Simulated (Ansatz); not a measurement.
Start from CdS in the zinc blende structure (space group F-43m, No. 216; a = 5.878 Å). Axes: x, y, z lie along the cube axes.

The change: tensile biaxial strain of 0.50 % in the plane normal to [001], as in epitaxy on a mismatched substrate; the out-of-plane cell vector and the atoms relax.

Level of theory: Kohn–Sham DFT with the r2SCAN functional, run in Ansatz (a quantum-chemistry and plane-wave program) with PAW and 500 eV plane waves, no spin-orbit coupling.

Q: Give the band edges at the high-symmetry points of the new zone, measured from its valence-band maximum.

A: 
| point | valence edge (eV) | conduction edge (eV) |
|---|---|---|
| Γ | 0.00 | 1.51 |
| X | -1.82 | 3.88 |
| P | -2.17 | 5.74 |
| N | -0.73 | 3.41 |
| M | -1.88 | 3.84 |
| S | -1.56 | 4.52 |
| S₀ | -1.56 | 4.52 |
| R | -2.18 | 5.68 |
| G | -2.18 | 5.68 |

The gap is 1.51 eV, direct at Γ.

No phonon test of stability was made. k-point labels follow each cell's own Brillouin zone.
